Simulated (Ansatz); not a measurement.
Reference: AlN (P6_3mc), PBEsol with spin-orbit coupling, rigid bands (plane waves, PAW; Ansatz, a quantum-chemistry and plane-wave program); geometry: cell and atoms relaxed with PBEsol.

```xyz
4
Lattice="3.1138 0.0000 0.0000 -1.5569 2.6966 0.0000 0.0000 0.0000 4.9837" Properties=species:S:1:pos:R:3 pbc="T T T"
Al     1.5569     0.8989     2.4870
Al     0.0000     1.7977     4.9788
N      1.5569     0.8989     4.3905
N      0.0000     1.7977     1.8987
```

The band gap is 4.10 eV. The electron conductivity mass is 0.31 mₑ and the hole conductivity mass comes out as 1.01 mₑ. The Seebeck coefficient, n-type 1e19 cm⁻³ comes out as -156 μV/K.

Replace Al by Ga on the same sites and relax. What happens?

GaN (P6_3mc): volume per atom 10.5 to 11.4 Å³; band gap falls (4.10 eV to 1.88 eV); electron conductivity mass falls (0.31 mₑ to 0.179 mₑ); hole conductivity mass rises (1.01 mₑ to 1.54 mₑ); Seebeck coefficient, n-type 1e19 cm⁻³ falls in size (-156 μV/K to -104 μV/K).

Moves up to 5 % count as about the same. Masses are for dilute carriers at 300 K, harmonic means over directions unless an axis is named. Seebeck coefficients are for the stated density at 300 K, with one relaxation time for all states and whether or not that doping can be reached.
